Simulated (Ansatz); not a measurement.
Base system: Ba in the bcc (W type) structure (space group Im-3m, No. 229; relaxed with 0.1 eV smearing).

Space group Im-3m (No. 229); a = b = c = 4.8819 Å, α = β = γ = 90.00°

| atom | site | symmetry | x | y | z |
|---|---|---|---|---|---|
| Ba | 2a | m-3m | 0.0000 | 0.0000 | 0.0000 |
(The calculation used a cell of 1 atom; values per cell refer to that cell.)

Level of theory: PBEsol (Ansatz, an electronic-structure program, PAW, without spin-orbit coupling).

Strains are applied to the cell and any free atomic positions relax.

One change was made to it. Results:

The pressure goes from zero to 0.9 GPa; the band gap remains zero; the energy rises by 14 meV/atom.

**Question.** Name the change that was made.
A. isotropic strain +0.50 %
B. isotropic strain +2.00 %
C. isotropic strain −3.00 %
D. isotropic strain −2.00 %

**Answer.** C, isotropic strain −3.00 %. For comparison, the energy relative to the base in the other runs: isotropic strain +0.50 % gives +0.3 meV/atom; isotropic strain −2.00 % gives +6.3 meV/atom; isotropic strain +2.00 % gives +5.6 meV/atom.

Whether these cells are dynamically stable was not tested.
